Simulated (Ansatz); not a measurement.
The structure below was relaxed with r2SCAN (Ansatz, a quantum-chemistry and plane-wave program, PAW, scalar-relativistic without spin-orbit coupling), earlier PAW set.

```
CELL_PARAMETERS angstrom
      3.57622     0.00000     0.00000
      0.00000     3.57622     0.00000
      0.00000     0.00000    10.96450
ATOMIC_POSITIONS crystal
  Zr 0.50000 0.00000 0.63489
  Zr 0.00000 0.50000 0.36511
  Zr 0.50000 0.00000 0.13489
  Zr 0.00000 0.50000 0.86511
  O  0.00000 0.00000 0.50000
  O  0.50000 0.50000 0.23756
  C  0.00000 0.00000 0.00000
  O  0.50000 0.50000 0.76244
  O  0.00000 0.00000 0.26244
  O  0.50000 0.50000 0.00000
  O  0.00000 0.00000 0.73756
  C  0.50000 0.50000 0.50000
```

Question: Find the space group and the Wyckoff positions.

Answer: Space group P4₂/nmc, origin choice 1 (No. 137); a = b = 3.576 Å, c = 10.964 Å, α = β = γ = 90.00°

```
atom  site  symmetry       x       y       z
----  ----  --------  ------  ------  ------
Zr      4d      2mm.  0.5000  0.0000  0.1349
O       2b      -4m2  0.0000  0.0000  0.5000
O       4c      2mm.  0.0000  0.0000  0.2624
C       2a      -4m2  0.0000  0.0000  0.0000
```

Question: Describe the coordination.

Answer: The crystal has 12 atoms in its conventional cell. Cell: a = 3.5762 Å, b = 3.5762 Å, c = 10.9645 Å, α = 90.00°, β = 90.00°, γ = 90.00°. Zr has 2 O at 2.113 Å and 4 O at 2.270–2.321 Å and 2 C at 2.321 Å. O1 has 4 Zr at 2.321 Å (tetrahedral). O2 is surrounded by 2 Zr at 2.113 Å and 2 Zr at 2.270 Å (tetrahedral). C sees 4 Zr at 2.321 Å (tetrahedral). (Neighbours: up to the widest gap in distance over summed covalent radii, below 1.35, at either atom; cation-cation and far metal-metal contacts left out.)

These are small ordered cells, not random alloys; other orderings at the same x differ. Stability against distortions was not tested. All final runs are without spin polarisation. The cell was made from ZrO2 by this change: x(C) = 0.25, 12 atoms, P4_2/nmc.
